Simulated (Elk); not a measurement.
Band structure of RbTl3 (Fm-3m, 4 atoms in the cell).

```yaml
crystal:
  lattice:
    - [0.00000, 4.18059, 4.18059]
    - [4.18059, 0.00000, 4.18059]
    - [4.18059, 4.18059, 0.00000]
  atoms:
    - { symbol: Rb, position: [0.00000, 0.00000, 0.00000] }
    - { symbol: Tl, position: [0.25000, 0.25000, 0.25000] }
    - { symbol: Tl, position: [0.75000, 0.75000, 0.75000] }
    - { symbol: Tl, position: [0.50000, 0.50000, 0.50000] }
```

Method of the run: LDA (PW92), all-electron FP-LAPW, Elk's shipped species files, default APW+lo basis in Elk 10.2.4.

Settings: xctype = 3; rgkmax = 7; stype = 0; swidth = 0.00367493 Ha; ngridk = 7 7 7.

The starting cell comes from a database of computed structures (which also holds hypothetical and non-ambient phases and stackings), without a prior relaxation at this level. Its lattice was rescaled by a random factor within 2.5 % of one. Spin-orbit coupling is off. Values depend on the basis (sphere radii, cutoffs, local orbitals), which need not be converged.

Levels in eV from the Fermi level, bands 30 to 37:
| point | 30 | 31 | 32 | 33 | 34 | 35 | 36 | 37 |
|---|---|---|---|---|---|---|---|---|
| Γ | -4.91 | -3.66 | 0.01 | 0.01 | 0.01 | 0.98 | 0.98 | 0.98 |
| X | -6.05 | -5.62 | -1.13 | -1.13 | 0.08 | 3.07 | 3.07 | 3.18 |
| W | -5.99 | -5.97 | -1.81 | 0.32 | 0.32 | 1.30 | 3.10 | 3.25 |
| K | -6.12 | -5.64 | -1.27 | -0.94 | 1.14 | 1.57 | 2.31 | 3.71 |
| L | -6.38 | -4.55 | -0.50 | -0.50 | 0.12 | 1.44 | 1.44 | 3.00 |
| U | -6.12 | -5.64 | -1.27 | -0.94 | 1.14 | 1.57 | 2.31 | 3.71 |

Bands cross the Fermi level along this path, so the cell is metallic at this level.
